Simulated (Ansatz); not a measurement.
The reference is SiO2 in the rutile structure (space group P4_2/mnm, No. 136; a = 4.1549 Å, c = 2.6615 Å). Axes: x, y, z lie along a, b, c of the conventional cell.

Computed with plane-wave PAW DFT at the LDA level (Ansatz, a quantum-chemistry and plane-wave program, 420 eV), spin-orbit coupling left out.

Strains are applied to the cell and any free atomic positions relax.

One change was made to it. Results:

```tsv
quantity	base	after
hole mass	1.7 mₑ along c, 1.1 mₑ across (at Γ)	1.6 mₑ along z, 1.1 mₑ across (at Γ)
energy relative to the base (free energy F)	0 meV/atom	+5.5 meV/atom
pressure (mean of the normal stresses, compression positive)	-0.01 GPa	-6.49 GPa
electron mass	0.40 mₑ along c, 0.52 mₑ across (at Γ)	0.37 mₑ along z, 0.50 mₑ across (at Γ)
```

Q: Which of these changes matches the shifts?
A. uniaxial strain ε_zz = +2.40 %
B. uniaxial strain ε_zz = +1.20 %
C. uniaxial strain ε_zz = +0.60 %
D. uniaxial strain ε_zz = +3.00 %
E. uniaxial strain ε_zz = +1.80 %

A: E, uniaxial strain ε_zz = +1.80 %. For comparison, the energy relative to the base in the other runs: uniaxial strain ε_zz = +0.60 % gives +0.6 meV/atom; uniaxial strain ε_zz = +2.40 % gives +9.7 meV/atom; uniaxial strain ε_zz = +1.20 % gives +2.5 meV/atom; uniaxial strain ε_zz = +3.00 % gives +15 meV/atom.

The levels and masses belong to the bands next to the band gap. Masses are band curvatures over ±0.01 Å⁻¹ around the edge. Whether these cells are dynamically stable was not tested.
